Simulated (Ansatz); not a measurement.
Total g(r) from a molecular-dynamics run [in the run: one k-point, which a denser mesh shifts by -0.2 GPa in pressure and 0.06 eV/Å in forces]. Calculation: PBE (plane waves, PAW; Ansatz, a quantum-chemistry and plane-wave program).

```tsv
r (Å)	g(r)
1.02	0.00
1.14	0.00
1.26	0.00
1.38	0.00
1.50	0.00
1.62	0.00
1.74	0.00
1.86	0.00
1.98	0.00
2.10	0.00
2.22	0.00
2.34	0.00
2.46	0.00
2.58	0.00
2.70	0.27
2.82	5.89
2.94	5.34
3.06	0.35
3.18	0.77
3.30	3.81
3.42	1.94
3.54	0.11
3.66	0.00
3.78	0.00
3.90	0.00
4.02	0.00
4.14	0.00
4.26	0.00
4.38	0.00
4.50	0.17
4.62	2.31
4.74	3.55
4.86	0.60
```

Problem. Which system gave this curve?
(A) Si15P, liquid, 1708 K
(B) Ta (bcc), crystal, 289 K
(C) Si (diamond structure), crystal, 301 K
(D) Si15As, liquid, 2207 K

Solution. B, Ta (bcc), crystal, 289 K
